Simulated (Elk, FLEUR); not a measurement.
A FLEUR input for a self-consistent single point of a sheet of MgI₂ (3 atoms in the cell) (DFT, PBE, all-electron FLAPW (FLEUR, film geometry), scalar-relativistic valence):

Input of the input generator:

```
MgI2 sheet
&input film=t /
7.9384015129 0.0000003972 0.0000000000
-3.9692011004 6.8748571770 0.0000000000
0.0000000000 0.0000000000 15.3024312055 12.3024312055
1.0
1.0 1.0 1.0

3
12 0.0000000000 0.0000000000 0.0000000000
53 0.3333333333 0.6666666667 3.1512156028
53 0.6666666667 0.3333333333 -3.1512156028

&comp jspins=1 /
&kpt div1=9 div2=9 div3=1 /
&end /
```

```xml
<?xml version="1.0" encoding="UTF-8" standalone="no"?>
<fleurInput fleurInputVersion="0.39">
   <comment>
      MgI2 sheet                                                                                          
   </comment>
   <calculationSetup>
      <cutoffs Kmax="4.5" Gmax="22.5" GmaxXC="22.5" numbands="0"/>
      <scfLoop itmax="80" minDistance="0.00001" maxIterBroyd="25" imix="Anderson" alpha="0.05" precondParam="0.8" spinf="2.0"/>
      <coreElectrons ctail="T" frcor="F" kcrel="0" coretail_lmax="0"/>
      <xcFunctional name="pbe" relativisticCorrections="F"/>
      <magnetism jspins="1"/>
      <soc l_soc="F" theta="0.0" phi="0.0" spav="F"/>
      <expertModes spex="0" secvar="F"/>
      <geometryOptimization l_f="T" forcealpha="1.0" forcemix="BFGS" epsdisp="0.00001" epsforce="0.00001"/>
      <ldaU l_linMix="F" mixParam="0.05" spinf="1.0"/>
   </calculationSetup>
   <cell>
      <bzIntegration valenceElectrons="56.0" mode="gauss" fermiSmearingEnergy="0.00499791">
         <kPointListSelection listName="default-1"/>
         <!-- k-points included here -->
         <xi:include xmlns:xi="http://www.w3.org/2001/XInclude" href="kpts.xml"> </xi:include>
      </bzIntegration>
      <!-- symmetry operations included here -->
      <xi:include xmlns:xi="http://www.w3.org/2001/XInclude" href="sym.xml"> </xi:include>
      <filmLattice scale="1.0" dVac="11.8200" dTilda="14.3200">
         <bravaisMatrixFilm>
            <row-1>    7.9384015128999996     0.0000003972000000</row-1>
            <row-2>   -3.9692011003999998     6.8748571770000000</row-2>
         </bravaisMatrixFilm>
         <vacuumEnergyParameters vacuum="1" spinUp="-.25" spinDown="-.25"/>
      </filmLattice>
   </cell>
   <atomSpecies>
      <species name="Magnesium (Mg)" element="Mg" atomicNumber="12">
         <mtSphere radius="2.27" gridPoints="753" logIncrement="0.015"/>
         <atomicCutoffs lmax="9" lnonsphr="7"/>
         <electronConfig flipSpins="F">
            <coreConfig>(1s1/2)</coreConfig>
            <valenceConfig>(2s1/2) (2p1/2) (2p3/2) (3s1/2)</valenceConfig>
         </electronConfig>
         <energyParameters s="3" p="2" d="3" f="4"/>
         <lo type="SCLO" l="0" n="2" eDeriv="0"/>
         <lo type="HELO" l="1" n="3" eDeriv="0"/>
         <lo type="HELO" l="1" n="3" eDeriv="1"/>
         <lo type="SCLO" l="2" n="3" eDeriv="2"/>
         <lo type="SCLO" l="3" n="4" eDeriv="2"/>
      </species>
      <species name="Iodine (I)" element="I" atomicNumber="53">
         <mtSphere radius="2.66" gridPoints="879" logIncrement="0.015"/>
         <atomicCutoffs lmax="10" lnonsphr="8"/>
         <electronConfig flipSpins="F">
            <coreConfig>(1s1/2) (2s1/2) (2p1/2) (2p3/2) (3s1/2) (3p1/2) (3p3/2) (4s1/2) (3d3/2) (3d5/2)</coreConfig>
            <valenceConfig>(4p1/2) (4p3/2) (5s1/2) (4d3/2) (4d5/2) (5p1/2) (5p3/2)</valenceConfig>
            <stateOccupation state="(5p1/2)" spinUp="0.8333333333333" spinDown="0.8333333333333"/>
            <stateOccupation state="(5p3/2)" spinUp="1.6666666666667" spinDown="1.6666666666667"/>
         </electronConfig>
         <energyParameters s="5" p="5" d="5" f="4"/>
         <lo type="SCLO" l="1" n="4" eDeriv="0"/>
         <lo type="SCLO" l="1" n="4" eDeriv="1"/>
         <lo type="SCLO" l="2" n="4" eDeriv="0"/>
         <lo type="SCLO" l="2" n="4" eDeriv="1"/>
         <lo type="SCLO" l="0" n="5" eDeriv="2"/>
         <lo type="SCLO" l="3" n="4" eDeriv="2"/>
      </species>
   </atomSpecies>
   <atomGroups>
      <atomGroup species="Magnesium (Mg)">
         <filmPos label="                   1">.0000000000 .0000000000 .0000000000</filmPos>
         <force calculate="T" relaxXYZ="TTT"/>
      </atomGroup>
      <atomGroup species="Iodine (I)">
         <filmPos label="                   2">1.000/3.000 -1.000/3.000 3.1512156028</filmPos>
         <filmPos label="                   3">-1.000/3.000 1.000/3.000 -3.1512156028</filmPos>
         <force calculate="T" relaxXYZ="TTT"/>
      </atomGroup>
   </atomGroups>
   <output dos="F" band="F" slice="F">
      <checks vchk="F" cdinf="F"/>
      <bandDOS minEnergy="-.5*Htr" maxEnergy="0.5*Htr" sigma="0.015" storeEVData="T"/>
      <vacuumDOS vacdos="F" integ="F" star="F" nstars="0" locx1="0.0" locy1="0.0" locx2="0.0" locy2="0.0" nstm="0" tworkf="0.0"/>
      <unfoldingBand unfoldBand="F" supercellX="1" supercellY="1" supercellZ="1"/>
      <plotting iplot="0" polar="F">
         <plot TwoD="T" vec1="  1.0  0.0  0.0" vec2="  0.0  1.0  0.0" vec3="  0.0  0.0  1.0" zero="  0.0  0.0 -0.5" file="plot"/>
      </plotting>
      <chargeDensitySlicing numkpt="0" minEigenval="0.0" maxEigenval="0.0" nnne="0" pallst="F"/>
      <specialOutput eonly="F"/>
      <magneticCircularDichroism mcd="F" energyLo="-10.0" energyUp="0.0"/>
   </output>
  <!-- We include the file relax.xml here to enable relaxations (see documentation) -->
  <xi:include xmlns:xi="http://www.w3.org/2001/XInclude" href="relax.xml"> <xi:fallback/> </xi:include>
</fleurInput>
```

Task: Give the Elk input for the same structure, mesh, smearing and functional.

Result: One input that does it (others would too):

```
tasks
  0

xctype
  20

stype
  0

swidth
  0.00499791

maxscl
  100

avec
    7.9384015129    0.0000003972    0.0000000000
   -3.9692011004    6.8748571770    0.0000000000
    0.0000000000    0.0000000000   32.7586215786

atoms
  2
  'Mg.in'
  1
  0.0000000000  0.0000000000  0.5000000000    0.0 0.0 0.0
  'I.in'
  2
  0.3333333333  0.6666666667  0.5961950000    0.0 0.0 0.0
  0.6666666667  0.3333333333  0.4038050000    0.0 0.0 0.0

ngridk
  9 9 1
```

Basis settings and potentials, where a program has them, do not carry over. This input uses DFT, PBE, all-electron FP-LAPW, Elk's shipped species files, default APW+lo basis.

The starting cell was generated: these elements placed on a structure prototype, without a prior relaxation; it need not be a known phase or ordering of this composition. Its lattice was rescaled in the plane by a random factor within 2.5 % of one.
